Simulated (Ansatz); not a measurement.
ZnS (P3m1, No. 156, 20 atoms in the cell; start mp-557308; a measured phase of this formula has another space group), treated with LDA (plane waves, PAW; Ansatz, a first-principles code).

Settings: plane-wave cutoff 520 eV, 12×12×2 k mesh (along the axes of the cell as run), Fermi–Dirac smearing 0.01 eV, scalar-relativistic PAW data made under PBE.

Cell (relaxed at this level):

```cif
data_S10Zn10
_chemical_formula_sum 'Zn10 S10'
_space_group_name_H-M_alt 'P 1'
_space_group_IT_number 1
_cell_length_a 3.74354
_cell_length_b 3.74354
_cell_length_c 30.60489
_cell_angle_alpha 90.000
_cell_angle_beta 90.000
_cell_angle_gamma 120.000
loop_
_space_group_symop_operation_xyz
  'x, y, z'
loop_
_atom_site_label
_atom_site_type_symbol
_atom_site_fract_x
_atom_site_fract_y
_atom_site_fract_z
_atom_site_occupancy
Zn1 Zn 0.00000 0.00000 0.59990 1
Zn2 Zn 0.66667 0.33333 0.20015 1
Zn3 Zn 0.66667 0.33333 0.79991 1
Zn4 Zn 0.33333 0.66667 0.69983 1
Zn5 Zn 0.00000 0.00000 0.30008 1
Zn6 Zn 0.00000 0.00000 0.00010 1
Zn7 Zn 0.33333 0.66667 0.90006 1
Zn8 Zn 0.66667 0.33333 0.49996 1
Zn9 Zn 0.33333 0.66667 0.10025 1
Zn10 Zn 0.33333 0.66667 0.40002 1
S1 S 0.00000 0.00000 0.07517 1
S2 S 0.00000 0.00000 0.67483 1
S3 S 0.33333 0.66667 0.97493 1
S4 S 0.33333 0.66667 0.47495 1
S5 S 0.66667 0.33333 0.57489 1
S6 S 0.33333 0.66667 0.77475 1
S7 S 0.66667 0.33333 0.27507 1
S8 S 0.33333 0.66667 0.17513 1
S9 S 0.00000 0.00000 0.37501 1
S10 S 0.66667 0.33333 0.87499 1
```

**Question.** Predict the band gap.

**Answer.** 
- band gap = 2.14 eV (on the SCF k mesh)

Note: the relaxation could not lower the start's symmetry, so the cell can be a saddle point above a distorted one.

Computed values are for the static lattice.

The result took about 19 core-minutes (a rough figure).

A start named mp-… is a Materials Project structure, which need not be a measured phase.
